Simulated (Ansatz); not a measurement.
# A computed series for hypothetical zinc blende CsBr: element substitutions

Take CsBr in the zinc blende structure (space group F-43m, No. 216; a = 8.193 Å; a hypothetical phase, not in the database extracts checked) as the base.

Each row replaces one element on all its sites; cell and atoms are relaxed.

Calculations: PBE/PAW in Ansatz (a first-principles code), no spin-orbit coupling.

```json
[
 {"change": "base", "width of the top valence band": "0.18 eV", "gap character": "indirect, W → Γ", "lattice parameter a": "8.193 Å"},
 {"change": "Cs → K", "width of the top valence band": "0.03 eV", "gap character": "(withheld)", "lattice parameter a": "7.442 Å"},
 {"change": "Br → Cl", "width of the top valence band": "0.22 eV", "gap character": "indirect, W → Γ", "lattice parameter a": "(withheld)"},
 {"change": "Cs → Rb", "width of the top valence band": "(withheld)", "gap character": "indirect, X → Γ", "lattice parameter a": "7.791 Å"},
 {"change": "Cs → La", "width of the top valence band": "–", "gap character": "–", "lattice parameter a": "6.905 Å"}
]
```

Question: What belongs in the blanks?

Answer: 
- Cs → K, gap character: indirect, L → Γ
- Br → Cl, lattice parameter a: 7.821 Å
- Cs → Rb, width of the top valence band: 0.08 eV

Whether these cells are dynamically stable was not tested. As relaxed here, KBr, CsCl, RbBr and LaBr are hypothetical phases, not in the database extracts checked. All final runs are without spin polarisation. A zero or small gap of LaBr can be the functional's error rather than a property of the material.
